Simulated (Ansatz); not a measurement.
Consider InP in the zinc blende structure (space group F-43m, No. 216; a = 5.9070 Å). Axes: x, y, z lie along the cube axes.

Calculations: r2SCAN in Ansatz (plane waves to 500 eV, PAW, spin-orbit coupling left out).

One thing is altered: the cell is stretched by 1.50 % along z with no lateral relaxation; the atoms relax in the strained cell.

### Question
Predict the stress tensor and what it implies for the stiffness.

### Answer
Stress of the strained cell less that of the base (GPa, compression positive):
```
  -0.76    0.00    0.00
   0.00   -0.76    0.00
   0.00    0.00   -1.45
```

Then −Δσ_ii/ε with ε = 0.0150 gives secant stiffness values (nonlinear terms included at this strain): C33 ≈ 96 GPa, C13 ≈ 51 GPa and C23 ≈ 51 GPa.

Stability against distortions was not tested.

Ansatz is an electronic-structure program.
